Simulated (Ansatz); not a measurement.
# Hf: transverse stress against strain

Hf (hcp, P6_3/mmc, 22.548 Å³/atom at rest, c along z) under a strain ε along c (axis z), the other axes held. PBE in Ansatz, a plane-wave DFT program (PAW, default set), 420 eV, 21×21×12 Γ-centred mesh, Fermi-Dirac smearing 0.10 eV; ions are relaxed within the symmetry of each cell. Stress is positive for a compressed cell.

Here s stands for strain and y for stress xx.

```csv
strain (%),stress xx (GPa)
-3.00,?
-1.50,1.04
-1.00,0.68
-0.50,0.34
0.00,0.00
0.50,-0.33
1.00,-0.66
1.50,-0.97
```

Q: Using a straight line, estimate the missing y at s = -3.00 from the other rows, showing the fit.

A: Means: s 0, y 0.014. About the means, the sum of products is -4.6900 and the sum of squares of s is 7.0000; the slope is their ratio. Least squares gives y = 0.014 - 0.6700·s. Residuals (row less fit): 0.021, -0.004, -0.009, -0.014, -0.009, -0.004, 0.021; standard error 0.016 (degrees of freedom: 5). The slope gives the elastic constant C13 = 67 ± 0.6 GPa. At the withheld row, y = 0.014 - 0.6700 × (-3.0) = 2.024 GPa. The calculation gives 2.18 GPa, 0.156 GPa above the prediction (5.0 % of the range of y in the table). The row lies outside the fitted rows, so this is an extrapolation. From the scatter of the fitted rows alone, a prediction at this place has a standard error of 0.025 GPa, so the miss is 6.2 times that.

One order more, fitted to all 13 runs of the series, follows each within 0.01, so the miss is the next term of a smooth law. In a metal these values are sensitive to mesh and smearing; energies are taken to zero smearing, stresses follow the free energy. Rows are the converged runs of the series near zero and its far end; series whose fitted rows scatter by over a few per cent of the range, as at a crossing or softening among them, aren't shown in this form. Most that stay on the fit to the last digits aren't either.
